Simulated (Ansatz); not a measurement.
## What x(Nb) = 0.333, 6 atoms, I4/mmm does to TaN

Take TaN in the rock salt structure (space group Fm-3m, No. 225; a = 4.376 Å) as the base.

The other end (x = 1) is NbN in the rock salt structure (space group Fm-3m, No. 225): 10.50 Å³/atom, gap zero.

One thing is altered: Nb replaces 33.3 % of the Ta, ordered in a cell of 6 atoms (starting symmetry I4/mmm) and fully relaxed.

Computed with PBEsol (Ansatz, a quantum-chemistry and plane-wave program; PAW; 420 eV plane waves; scalar-relativistic without spin-orbit coupling). Settings: 20×20×20 k-points, 0.05 eV Fermi–Dirac smearing, for the changed cell.

| quantity | base | changed | shift |
|---|---|---|---|
| volume per atom | 10.47 Å³ | 10.50 Å³ | +0.024 Å³ |
| density | 15.46 g/cm³ | 13.10 g/cm³ | -2.36 g/cm³ |
| shortest interatomic distance | 4.134 bohr | 4.022 bohr | -0.1125 bohr |
| band gap | zero | zero | – |
| mixing energy (to 0.01 eV only: unlike meshes or grids) | – | -0.01 eV/atom | – |
| mean first-shell distances | – | Ta–N 2.183 Å (end compound 2.188 Å), Nb–N 2.205 Å (end compound 2.190 Å) | – |

Cost of the whole job for the changed cell (relaxation, final SCF and bands): around 5 core-minutes (rough).

Each cell is one ordered arrangement of few atoms, which overstates ordering effects compared with a random alloy. Stability against distortions was not tested. All final runs are without spin polarisation. This is not the structure that TaN has at room temperature and ambient pressure.
